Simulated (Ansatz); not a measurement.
The starting structures come from a database of crystals and need not be the phases stable at ambient conditions.

By PBEsol, the system below comes out a metal.

Without scattering a metal conducts by its projected Fermi surface.

Data:

```xyz
2
Lattice="3.5263 0.0000 0.0000 0.0000 4.9869 0.0000 0.0000 2.4934 2.4934" Properties=species:S:1:pos:R:3 pbc="T T T"
Sc     1.7631     2.4934     0.0000
Cd     0.0000     0.0000     0.0000
```

Space group of this cell: Pm-3m, CsCl type. The cell is taken as given; by PBEsol its mean pressure is -2.5 GPa.

The current flows along the normal of the first two printed cell vectors, the (110) plane of the conventional cell. No spin-orbit coupling; the value is a mean over 0.1 eV about the Fermi level.

Q: State the ballistic conductance per area according to PBEsol (Ansatz, a first-principles code).

A: 0.67 × 10¹⁵ S/m² for both spins.
